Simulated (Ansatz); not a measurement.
System: MoGa2 (model structure, started from the RuAl2 type, Fddd, No. 70, 6 atoms in the cell). Method: LDA (Ansatz, a first-principles code, PAW).

Run with plane-wave cutoff 520 eV, 14×14×14 k mesh, Fermi–Dirac smearing 0.05 eV, no spin polarisation, scalar-relativistic PAW data made under PBE.

Cell (relaxed at this level):

```
CELL_PARAMETERS angstrom
      0.00000     4.10263     4.34790
      2.44562     0.00000     4.34790
      2.44562     4.10263     0.00000
ATOMIC_POSITIONS crystal
  Ga 0.08323 0.41677 0.08323
  Ga 0.41677 0.08323 0.41677
  Ga 0.16677 0.83323 0.16677
  Ga 0.83323 0.16677 0.83323
  Mo 0.75000 0.75000 0.75000
  Mo 0.50000 0.50000 0.50000
```

Problem. Estimate the bulk modulus B0 that the calculation returns.

Solution. 
- bulk modulus B0: 171 GPa

Note: the run has no spin polarisation, so it can have missed a magnetic state; the bulk modulus is −V dP/dV from two relaxed cells at ±2 % in volume; the relaxation could raise the start's symmetry but not lower it, so the cell can be a saddle point.

A model structure was made by putting elements into a prototype or built by hand; it is no filed structure, need not be a known phase, and can be a saddle point held by its symmetry.
